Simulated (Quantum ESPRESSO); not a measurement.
Input and output of a self-consistent single point for YBRh₃ (Pm-3m, 5 atoms in the cell) (Quantum ESPRESSO).

Computed with PBEsol, GBRV 1.5 ultrasoft (PBESOL) pseudopotentials (plane waves; Quantum ESPRESSO).

The change in words: lattice scaled by 0.98. Reference geometry:
```
YBRh3
1.0
    4.17882     0.00000     0.00000
    0.00000     4.17882     0.00000
    0.00000     0.00000     4.17882
Y B Rh
1 1 3
Direct
  0.00000   0.00000   0.00000
  0.50000   0.50000   0.50000
  0.00000   0.50000   0.50000
  0.50000   0.00000   0.50000
  0.50000   0.50000   0.00000
```

Reference input (self-consistent single point, DFT, PBEsol, plane waves, GBRV 1.5 ultrasoft (PBESOL) pseudopotentials): ecutwfc = 40 Ry; ecutrho = 320 Ry; occupations = smearing; smearing = gauss; degauss = 0.0099958 Ry; potentials = {Y: y_pbesol_v1.4.uspp.F.UPF, B: b_pbesol_v1.4.uspp.F.UPF, Rh: rh_pbesol_v1.4.uspp.F.UPF}; K_POINTS = automatic 7 7 7 0 0 0; conv_thr = 1e-10 Ry; mixing_beta = 0.4. This run's input differs from it in these lines:

```diff
@@ -28,6 +28,6 @@
 Y     0.0000000000    0.0000000000    0.0000000000
-B     2.0894100000    2.0894100000    2.0894100000
-Rh    0.0000000000    2.0894100000    2.0894100000
-Rh    2.0894100000    0.0000000000    2.0894100000
-Rh    2.0894100000    2.0894100000    0.0000000000
+B     2.0476220000    2.0476220000    2.0476220000
+Rh    0.0000000000    2.0476220000    2.0476220000
+Rh    2.0476220000    0.0000000000    2.0476220000
+Rh    2.0476220000    2.0476220000    0.0000000000
 K_POINTS {automatic}
@@ -35,5 +35,5 @@
 CELL_PARAMETERS {angstrom}
-   4.1788200000     0.0000000000     0.0000000000
-   0.0000000000     4.1788200000     0.0000000000
-   0.0000000000     0.0000000000     4.1788200000
+   4.0952440000     0.0000000000     0.0000000000
+   0.0000000000     4.0952440000     0.0000000000
+   0.0000000000     0.0000000000     4.0952440000
```

Log, with long lists cut:

```
     Self-consistent Calculation

     iteration #  1     ecut=    40.00 Ry     beta= 0.40

     negative rho (up, down):  1.653E-01 0.000E+00

     total energy              =    -611.96966399 Ry
     estimated scf accuracy    <       2.63616142 Ry

     iteration #  2     ecut=    40.00 Ry     beta= 0.40

     negative rho (up, down):  1.622E-01 0.000E+00

     total energy              =    -612.62306993 Ry
     estimated scf accuracy    <       0.88346267 Ry

     iteration #  3     ecut=    40.00 Ry     beta= 0.40

     negative rho (up, down):  1.631E-01 0.000E+00

     total energy              =    -612.77099574 Ry
     estimated scf accuracy    <       0.02174353 Ry

   [... 8 blocks of this kind left out ...]

     iteration # 12     ecut=    40.00 Ry     beta= 0.40

     negative rho (up, down):  1.641E-01 0.000E+00

     total energy              =    -612.77525990 Ry
     estimated scf accuracy    <          3.6E-10 Ry

     iteration # 13     ecut=    40.00 Ry     beta= 0.40

     negative rho (up, down):  1.641E-01 0.000E+00
     End of self-consistent calculation

     the Fermi energy is    18.1887 ev

!    total energy              =    -612.77525990 Ry
     estimated scf accuracy    <          1.1E-11 Ry
     smearing contrib. (-TS)   =      -0.00280720 Ry
     internal energy E=F+TS    =    -612.77245270 Ry

     convergence has been achieved in  13 iterations

     negative rho (up, down):  1.641E-01 0.000E+00

     Forces acting on atoms (cartesian axes, Ry/au):

     atom    1 type  1   force =     0.00000000    0.00000000    0.00000000
   [... zero for the other atoms too ...]

     Total force =     0.000000     Total SCF correction =     0.000000

     negative rho (up, down):  1.641E-01 0.000E+00
          total   stress  (Ry/bohr**3)                   (kbar)     P=       77.21
   0.00052484   0.00000000   0.00000000           77.21        0.00        0.00
   0.00000000   0.00052484   0.00000000            0.00       77.21        0.00
   0.00000000   0.00000000   0.00052484            0.00        0.00       77.21

   JOB DONE.
```

The run converged in 13 iterations. Against the reference run the free energy rises by 12.2 meV/atom and the pressure goes from -5.06 to 7.72 GPa.

The starting cell comes from a database of computed structures (which also holds hypothetical and non-ambient phases and stackings), without a prior relaxation at this level. For this run, on top of that: lattice scaled by 0.98. Spin polarisation is off. With a pressure of about 8 GPa the cell is away from its equilibrium volume at this level.

Cost on one core of a shared machine: roughly 40 s.
